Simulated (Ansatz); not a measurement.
HfSiO4 (I4₁/amd, No. 141, 12 atoms in the cell; start mp-4609) was calculated with PBE-D4 (Ansatz, a program for electronic structure, PAW).

Settings: plane-wave cutoff 500 eV, 10×10×10 k mesh, gaussian smearing 0.02 eV, scalar-relativistic PAW data made under PBE.

Cell (relaxed at this level):

```yaml
crystal:
  lattice:
    - [-3.30411, 3.30411, 2.99876]
    - [3.30411, -3.30411, 2.99876]
    - [3.30411, 3.30411, -2.99876]
  atoms:
    - { symbol: Hf, position: [0.00000, 0.00000, 0.00000] }
    - { symbol: Hf, position: [0.75000, 0.25000, 0.50000] }
    - { symbol: Si, position: [0.25000, 0.75000, 0.50000] }
    - { symbol: Si, position: [0.50000, 0.50000, 0.00000] }
    - { symbol: O, position: [0.13435, 0.31913, 0.81522] }
    - { symbol: O, position: [0.06913, 0.75391, 0.68478] }
    - { symbol: O, position: [0.50391, 0.31913, 0.18478] }
    - { symbol: O, position: [0.06913, 0.38435, 0.31522] }
    - { symbol: O, position: [0.61565, 0.93087, 0.68478] }
    - { symbol: O, position: [0.68087, 0.86565, 0.18478] }
    - { symbol: O, position: [0.24609, 0.93087, 0.31522] }
    - { symbol: O, position: [0.68087, 0.49609, 0.81522] }
```

Q: Give the computed band gap.

A: 
- band gap: 5.39 eV (on the SCF k mesh)

Note: the relaxation could not lower the start's symmetry, so the cell can be a saddle point above a distorted one.

Spin–orbit coupling is not included.

Computed values are for the static lattice.

It cost about 2.4 core-minutes (a rough figure) of CPU time.

A start named mp-… is a Materials Project structure, which need not be a measured phase.
